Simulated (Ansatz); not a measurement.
## Effect of Pb → Si on PbF2

Start from PbF2 in the fluorite structure (space group Fm-3m, No. 225; a = 5.921 Å).

Perturbation: Si takes the place of Pb on all its sites; the structure is relaxed again.

Computed with r2SCAN/PAW in Ansatz (a first-principles code), without spin-orbit coupling. Γ-centred 11×11×11 mesh, Fermi–Dirac width 0.05 eV, for the changed cell.

* **Volume per atom**: 13.21 Å³ (base 17.30 Å³)
* **Density**: 2.77 g/cm³ (base 7.84 g/cm³)
* **Lattice parameter a**: 10.226 bohr (base 11.189 bohr)
* **Space group**: Fm-3m (No. 225) (base Fm-3m (No. 225))
* **Band gap**: 3.29 eV (base 4.93 eV)
* **Gap character**: indirect, W → X (base indirect, W → X)
* **Smallest direct gap**: 3.61 eV (base 5.07 eV)

Final structure:

```
CELL_PARAMETERS angstrom
      0.00000     2.70570     2.70570
      2.70570     0.00000     2.70570
      2.70570     2.70570     0.00000
ATOMIC_POSITIONS crystal
  Si 0.00000 0.00000 0.00000
  F  0.25000 0.25000 0.25000
  F  0.75000 0.75000 0.75000
```

Cost of the whole job for the changed cell (relaxation, final SCF and bands): about 25 core-seconds (a rough figure).

Spin-orbit coupling, missing from the scalar runs, can matter with Pb. No phonon test of stability was made. As relaxed here, SiF2 is a hypothetical phase, not in the database extracts checked.
